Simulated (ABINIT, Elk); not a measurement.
An ABINIT input for a self-consistent single point of ScTc3 (Fm-3m, 4 atoms in the cell) (DFT, PBEsol, plane waves, norm-conserving pseudopotentials (PseudoDojo nc-sr-04 PBEsol standard)):

```
# ScTc3, PseudoDojo nc-sr-04 PBEsol standard
pp_dirpath "./"
pseudos "Sc.upf, Tc.upf"
acell 4.3296218923 4.3296218923 4.3296218923 Angstrom
rprim
         0.0000000000    0.7071067812    0.7071067812
         0.7071067812    0.0000000000    0.7071067812
         0.7071067812    0.7071067812    0.0000000000
natom 4
ntypat 2
znucl 21 43
typat 1 2 2 2
xcart
         0.0000000000    0.0000000000    0.0000000000
         1.5307525000    1.5307525000    1.5307525000
         4.5922575000    4.5922575000    4.5922575000
         3.0615050000    3.0615050000    3.0615050000
      Angstrom
ecut 84 Ry
occopt 7
tsmear 0.00367493
nband 36
kptopt 1
ngkpt 7 7 7
nshiftk 1
shiftk 0 0 0
nstep 50
tolvrs 1.0e-12
prtwf 0
prtden 0
enunit 1
```

Give the Elk input for the same structure, mesh, smearing and functional.

This is the input that was run; spellings and numerical settings could be chosen otherwise.

```
tasks
  0

xctype
  22

tforce
  .true.

rgkmax
  8.0

gmaxvr
  18.0

lmaxapw
  10

lmaxo
  8

nxlo
  2

lorbcnd
  .true.

lradstp
  2

nrmtscf
  2.0

lmaxi
  4

stype
  0

swidth
  0.00367493

maxscl
  100

avec
    0.0000000000    5.7854059792    5.7854059792
    5.7854059792    0.0000000000    5.7854059792
    5.7854059792    5.7854059792    0.0000000000

sppath
  './'

atoms
  2
  'Sc.in'
  1
  0.0000000000  0.0000000000  0.0000000000    0.0 0.0 0.0
  'Tc.in'
  3
  0.2500000000  0.2500000000  0.2500000000    0.0 0.0 0.0
  0.7500000000  0.7500000000  0.7500000000    0.0 0.0 0.0
  0.5000000000  0.5000000000  0.5000000000    0.0 0.0 0.0

ngridk
  7 7 7
```

Basis settings and potentials, where a program has them, do not carry over. This input uses DFT, PBEsol, all-electron FP-LAPW, Elk's shipped species files, APW+lo basis with extra local orbitals.

The starting cell comes from a database of computed structures (which also holds hypothetical and non-ambient phases and stackings), without a prior relaxation at this level. For this run, on top of that: lattice scaled by 0.98.
